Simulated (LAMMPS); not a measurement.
Melting line of Ni (fcc) by solid-liquid coexistence.

Method: classical MD, pair style eam/alloy, file CuNi.eam.alloy, run in LAMMPS.

```
P (GPa)  melting point  enthalpy of fusion          solid         liquid
-------  -------------  ------------------  -------------  -------------
0          1570 ± 31 K        0.15 eV/atom  11.84 Å³/atom  12.48 Å³/atom
2          1620 ± 32 K        0.16 eV/atom  11.69 Å³/atom  12.29 Å³/atom
5          1750 ± 35 K        0.17 eV/atom  11.49 Å³/atom  12.06 Å³/atom
```

Measured melting point at ambient pressure: 1728 K (Wikipedia, Melting points of the elements (data page)).

Caution: the error of the potential's melting point is set to 2 % at least, a picked allowance for cell size and run length.

Compare the slope of the melting line with the Clausius-Clapeyron value from the lowest pressure. T ΔV/ΔH = 1573 K × 0.64 Å³ / 0.155 eV = 41 K/GPa (1 eV/Å³ = 160.2 GPa); the first two rows give 25 K/GPa, within the errors of the melting points.
